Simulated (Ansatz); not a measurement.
The structure below was relaxed with PBE (Ansatz, an electronic-structure program; PAW; 420 eV plane waves; no SOC), at pressure −1 GPa.

```
CuCl
1.0
    0.00000     2.73185     2.73185
    2.73185     0.00000     2.73185
    2.73185     2.73185     0.00000
Cl Cu
1 1
Direct
  0.75000   0.75000   0.75000
  0.00000   0.00000   0.00000
```

Find the space group and the Wyckoff positions.

Space group F-43m (No. 216); a = b = c = 5.4637 Å, α = β = γ = 90.00°

```tsv
atom	site	symmetry	x	y	z
Cl	4c	-43m	0.2500	0.2500	0.2500
Cu	4a	-43m	0.0000	0.0000	0.0000
```

Describe the coordination.

The crystal has 8 atoms in its conventional cell. Cell: a = b = c = 5.4637 Å, α = β = γ = 90.00°. Cl is surrounded by 4 Cu at 2.366 Å (tetrahedral). Cu has 4 Cl at 2.366 Å (tetrahedral). (Neighbours: up to the widest gap in distance over summed covalent radii, below 1.35, at either atom; cation-cation and far metal-metal contacts left out.)

Load acts through the strain it causes; cell and atoms are relaxed under it. Stability against distortions was not tested. No Hubbard U is applied. All final runs are without spin polarisation. The cell was made from CuCl in the zinc blende structure (space group F-43m, No. 216) by this change: pressure −1 GPa.
